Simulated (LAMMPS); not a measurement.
MD from the crystal across the composition of CdSe (zinc blende) with a share x of Cd sites Hg; all at 300 K and zero pressure.

Computed with classical MD, pair style sw, file CdTeZnSeHgS0.sw; code LAMMPS.

| x | volume | state | enthalpy | T (K) |
|---|---|---|---|---|
| 0.25 | 27.9722 ± 0.0002 Å³/atom | crystal; no diffusion seen in 30 ps | -2.2483 ± 0.0001 eV/atom | 300 |
| 0.5 | 28.0865 ± 0.0001 Å³/atom | crystal; no diffusion seen in 30 ps | -2.0521 ± 0.0001 eV/atom | 300 |
| 0.75 | 28.2018 ± 0.0002 Å³/atom | crystal; no diffusion seen in 30 ps | -1.8557 ± 0.0001 eV/atom | 300 |

Caution: the random arrangement on this lattice is imposed, and need not be a phase that exists in equilibrium.

States go by the mean squared displacement: a species diffuses where it passes 1.5 Å², still rises and gives D over 1e-6 cm²/s; a crystal has left its structure where atoms lie 0.35 Å off their sites on average or a cubic box changes its shape by 3 %, or the axial ratios of another lie 8 % off the starting cell's, which the potential's own relaxation can also do.

The ± values are statistical; the model's systematic error is not in them.
